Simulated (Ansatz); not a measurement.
Related cells compared by their band gap.

Cell A: BN (zinc blende, F-43m), 2 atoms in the cell, k-point mesh 16×16×16 on the run's own vectors.
```
BN
1.0
    0.00000     1.80326     1.80326
    1.80326     0.00000     1.80326
    1.80326     1.80326     0.00000
B N
1 1
Direct
  0.00000   0.00000   0.00000
  0.25000   0.25000   0.25000
```

Cell B: BN (P6₃/mmc), 4 atoms in the cell, k-point mesh 18×18×6 on the run's own vectors.
BN is taken in the hexagonal space group P6₃/mmc (No. 194), Pearson symbol hP4. Conventional cell: a = 2.5064 Å, b = 2.5064 Å, c = 6.6170 Å, α = 90.00°, β = 90.00°, γ = 120.00°. B on 2c is coordinated by 3 N at 1.447 Å (trigonal planar). N on 2d is coordinated by 3 B at 1.447 Å (trigonal planar). (Neighbours: up to the widest gap in distance over summed covalent radii, below 1.35, at either atom.)

Plane-wave PAW calculations with Ansatz (a first-principles code), its default PAW set, cutoff 420 eV, 500 eV for r2SCAN. The structures are at rest with PBE+D3(BJ); other levels are single points on them. Neutral cells; Fermi-Dirac smearing of at most 0.05 eV in the solids, energies taken to zero width. The lattices are those relaxed with PBE+D3(BJ), so at other levels the solids can be strained, which adds to the spread. A dispersion term ran beside these levels; it doesn't touch the electrons. Gaps are highest filled to lowest empty Kohn-Sham level on the run's k-point mesh, states of defects and surfaces included; edges off the mesh make the true gap smaller, and under 0.08 eV counts as none.

Task: Predict the band gap (eV) of each cell with r2SCAN.

Result: 
```tsv
cell	r2SCAN
A	5.01 (indirect)
B	4.78 (indirect)
```

With r2SCAN the value of A exceeds that of B by 0.23 eV.

Task: Does the picture change with the functional?

Result: 
```json
[
 {"cell": "A", "PBE": "4.48 (indirect)"},
 {"cell": "B", "PBE": "4.23 (indirect)"}
]
```

With PBE the value of A exceeds that of B by 0.25 eV.
